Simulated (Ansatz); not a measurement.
Amorphous Si₂₄O₄₉Na₂, 75 atoms at 2.28 g/cm³, one PBE-relaxed geometry, zone centre. Methods: PBE, scalar-relativistic without spin-orbit coupling (Ansatz, a quantum-chemistry and plane-wave program); r2SCAN, scalar-relativistic without spin-orbit coupling (Ansatz); HSE06, scalar-relativistic without spin-orbit coupling (Ansatz). Plane waves to 420 eV (r2SCAN 500 eV); exact exchange is cut at the cell's faces. At PBE the levels at the filled edge of the gap are localised (band-tail or defect states), and the nearest spread-out levels lie 5.3 eV apart at the zone centre. All rungs ran without spin polarisation.

Preparation: random packing, a CHGNet melt and quench, and a DFT relaxation. O atoms were pushed apart under 1.9 Å during the dynamics, to hinder bonds among them. The hot cell started wider than the set density and was brought back towards it in steps. It is the lowest in DFT energy of 2 quenches. It is a model cell: composition and starting density were chosen by hand, and all elements were melted together. No dispersion term was used. Its density started from a set value of 2.21 and ended at 2.28 g/cm³. The simulated quench (nominally 480 K/ps over its main leg) is rapid and tends to freeze in more defects than a deposited or slowly cooled glass has. A cell of this size samples the disorder only roughly. The volume was free in the relaxation, at fixed shape. Stress components on the final sampling reach 1.7 GPa.

The relaxation ran on the zone centre alone. At PBE the level gap is 4.15 eV on a 2×2×2 Γ-centred mesh, and the spacing at the zone centre alone 4.15 eV.

**Question.** What zone-centre spacing does r2SCAN give, roughly?

**Answer.** 4.79 eV (+0.65 eV against PBE).

**Question.** What zone-centre spacing does HSE06 give, roughly?

**Answer.** 5.86 eV (+1.71 eV against PBE).

The highest filled and the lowest empty state spread over these numbers of atoms (participation numbers): PBE: 2.0 and 61.6; r2SCAN: 1.9 and 61.3; HSE06: 1.9 and 60.2.
